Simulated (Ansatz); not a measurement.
Functionals compared on NH3 on the 1x1 (0001) surface of hcp Co, ferromagnetic, one in a 2x2 cell, started at the site 'top Co', in Ansatz (plane waves, PAW). The structure was relaxed with PBE; the other rows are single points on it, each with its references at the same level. Cutoff 420 eV.

Slab: 20 atoms, 6.0 Å thick at the start under the adsorbate (thin: gaps and levels are the slab's own); k 7x7x1, smearing 0.1 eV, dipole-corrected; 8 atoms held, the rest relaxed; start symmetry kept, larger cells not searched; spin-polarised, no spin-orbit, no U, no dispersion correction. At the end it is bonded to Co. In PBE it is, or lies within 0.03 eV of, the lowest of the starts that converged. These notes are the PBE run's. Adsorption energies are against NH3(g). A negative adsorption energy means that the adsorbate is more stable on the surface than in its reference.

| functional | adsorption energy (eV) | work function of the top face (eV) | change of the work function (eV) | magnetic moment of the cell (μB) | rough cost of the single point |
|---|---|---|---|---|---|
| PBE | -0.42 | 2.43 | -2.54 | 26.59 | – |
| RPBE | ? | ? | ? | 26.79 | very roughly 6 core-minutes |

Problem. Some entries are withheld; supply them.

Solution. 
- RPBE, adsorption energy (eV): -0.14
- RPBE, work function of the top face (eV): 2.34
- RPBE, change of the work function (eV): -2.46

Ansatz is a quantum-chemistry and plane-wave program.
